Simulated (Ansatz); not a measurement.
Start from SiC in the wurtzite structure (space group P6_3mc, No. 186; a = 3.076 Å, c = 5.048 Å).

It is then changed as follows: cell and atoms relaxed at a pressure of 7.5 GPa.

Levels (all Ansatz, a program for electronic structure, PAW): PBEsol (420 eV, without spin-orbit coupling); r2SCAN (500 eV, scalar-relativistic without spin-orbit coupling); HSE06 (420 eV, without spin-orbit coupling).

At the geometry relaxed with PBEsol, these levels gave the following band gaps, in shuffled order: (a) 2.07 eV, (b) 3.11 eV, (c) 2.61 eV.

Match each gap to its level.

(a) PBEsol; (b) HSE06; (c) r2SCAN.

Single points use the geometry relaxed with PBEsol. HSE06 gaps are upper bounds (no full band path). Load acts through the strain it causes; cell and atoms are relaxed under it. Stability against distortions was not tested. No other phases were tried under pressure.
